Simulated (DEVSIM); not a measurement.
Device: In0.49Ga0.51P/GaAs n-p heterojunction, at 300 K.

```tsv
layer (left to right)	material	thickness (μm)	Nd (cm⁻³)	Na (cm⁻³)	τn (s)	τp (s)
1	In0.49Ga0.51P	0.780	1.4e16	-	4.7e-10	4.7e-10
2	GaAs	0.170	-	2e17	4.7e-10	4.7e-10
```

Left contact: ohmic. Right contact: ohmic. Voltage is applied to the left contact. Recombination: SRH at mid-gap, Auger. Mobility is μmin + (μ − μmin)/(1 + (N/Nref)^α).

Constants are typed, rounded textbook-type inputs, not results; the design itself was drawn at random and stands for no fabricated device. Values at 300 K; Nc and Nv go as T^1.5, mobilities as T to minus their exponent, the gap by Varshni's rule with the affinity fixed.

```tsv
parameter	In0.49Ga0.51P	GaAs
gap (eV)	1.89	1.424
affinity (eV)	4	4.07
permittivity	11.8	12.9
Nc (cm⁻³)	9e17	4.7e17
Nv (cm⁻³)	1.3e19	9e18
μn (cm²/Vs)	1500	8500
μp (cm²/Vs)	80	400
μn,min	400	500
μp,min	15	20
Nref,n	2e16	6e16
Nref,p	1.5e17	1.5e17
αn	0.7	0.39
αp	0.8	0.38
T exponent of μn	1.66	2.1
T exponent of μp	2	2.2
Cn (cm⁶/s)	3e-30	1e-30
Cp (cm⁶/s)	3e-30	1e-30
Varshni α (eV/K)	0.0005	0.000541
Varshni β (K)	250	204
```

Simulated with DEVSIM: 1D drift-diffusion, Boltzmann statistics, complete ionisation; no tunnelling, impact ionisation, image-force lowering or self-heating. Band offsets follow the typed affinities; no thermionic-emission limit at abrupt steps, no polarisation charge.

The temperature was swept, all else fixed.

```tsv
temperature (K)	largest field in the device at zero bias (V/cm)	dark forward voltage at 1 A/cm² (V)	dark forward voltage at 100 A/cm² (V)	potential step across the device at zero bias (V)
250	73000	(withheld)	(withheld)	1.356
300	71000	0.999	1.131	1.288
350	68000	0.892	1.045	1.217
400	66000	0.784	0.958	1.143
450	63000	0.674	0.869	1.067
500	61000	0.563	0.778	0.989
```

### Question
Complete the blanks.

### Answer

- 250, dark forward voltage at 1 A/cm² (V): 1.104
- 250, dark forward voltage at 100 A/cm² (V): 1.216
